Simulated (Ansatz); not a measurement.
CdSe (F-43m) under hydrostatic pressure: hole conductivity mass by r2SCAN with spin-orbit coupling, rigid bands (plane waves, PAW; Ansatz, a first-principles code). The unloaded cell, whose axes the loads refer to:

```xyz
2
Lattice="0.0000 3.0668 3.0668 3.0668 0.0000 3.0668 3.0668 3.0668 0.0000" Properties=species:S:1:pos:R:3 pbc="T T T"
Cd     0.0000     0.0000     0.0000
Se     4.6002     4.6002     4.6002
```

```tsv
hydrostatic pressure (GPa)	volume per atom (Å³)	hole conductivity mass (mₑ)
-2	30.10	0.842
0	28.84	0.788
2	27.83	?
5	26.61	0.698
10	25.06	0.639
```

Problem. Fit a straight line to ln(hole conductivity mass) against the load over the rows given, and predict the row at 2 GPa.

Solution. The means are x̄ = 3.250 GPa and ȳ = -0.3044; Σ(x − x̄)(y − ȳ) = -1.975 and Σ(x − x̄)² = 86.75, so the slope is -2.28 % per GPa, and the rows given lie within 1.5 % of the line. At 2 GPa the line gives 0.759 mₑ; the calculation gives 0.747 mₑ, 1.6 % from it.

Masses are for dilute carriers at 300 K, harmonic means over directions unless an axis is named. Stresses and pressures are the targets of the relaxation. The structure type is held at every load. Geometry: cell and atoms relaxed with r2SCAN.
